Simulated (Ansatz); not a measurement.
Functionals compared on SiH3 on the 1x1 (10-10) surface of wurtzite ZnO (cut with top plane O + Zn), one in a 2x1 cell, started at the site 'hollow O', in Ansatz (plane waves, PAW). The structure was relaxed with PBE; the other rows are single points on it, each with its references at the same level. Cutoff 420 eV (500 eV for r2SCAN). The points keep PBE's geometry, so the relaxation of a polaron and the settling of charge on one site are left out.

Host crystal: wurtzite ZnO, with a band gap (PBE, scalar-relativistic without spin-orbit coupling).

Model: 36-atom slab, 9.4 Å thick at the start under the adsorbate (thin: gaps and levels are the slab's own), 3x4x1 mesh, Fermi-Dirac 0.01 eV, dipole correction, 16 atoms held, the rest relaxed; no symmetry held; spin-polarised, no spin-orbit, no U, no dispersion correction. The starting moment vanished. At the end it is bonded to O. In PBE it is, or lies within 0.03 eV of, the lowest of the starts that converged. These notes are the PBE run's. r2SCAN: The program's check for a lower electronic state was not made. Adsorption energies are against SiH4(g) − ½ H2(g). A negative adsorption energy means that the adsorbate is more stable on the surface than in its reference.

```
functional  adsorption energy (eV)  magnetic moment of the cell (μB)          rough cost of the single point
----------  ----------------------  --------------------------------  --------------------------------------
PBE                          -0.48                              0.00                                       –
RPBE                         -0.24                              0.00  about 10 core-minutes (a rough figure)
r2SCAN                           ?                              0.00          around 20 core-minutes (rough)
```

Question: What belongs in the gaps?

Answer: 
- r2SCAN, adsorption energy (eV): -0.48

Ansatz is an electronic-structure program.
